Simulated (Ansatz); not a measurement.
SiC, response to strain

The parent structure is SiC (space group P6_3mc, No. 186; a = 3.058 Å, c = 10.012 Å). Axes: x lies along a and z along c of the hexagonal cell.

Strains are applied to the cell and any free atomic positions relax; under biaxial strain the out-of-plane vector relaxes too.

Level of theory: Ansatz (a first-principles code) LDA, without spin-orbit coupling.

| biaxial strain, plane normal [001], relaxed out of plane (%) | band gap (eV) |
|---|---|
| -3 | 1.90 |
| -2.25 | ? |
| -1.5 | 2.06 |
| 0 | 2.18 |

Fit E_g = E₀ + Dε (ε in %) to the rows shown and predict the withheld row.

Least squares on the printed values gives E₀ = 2.19 eV, D = 93.3 meV per % of strain (largest residual 0.01 eV); this predicts 1.98 eV, and the run gives 1.98 eV, in agreement.

No phonon test of stability was made.
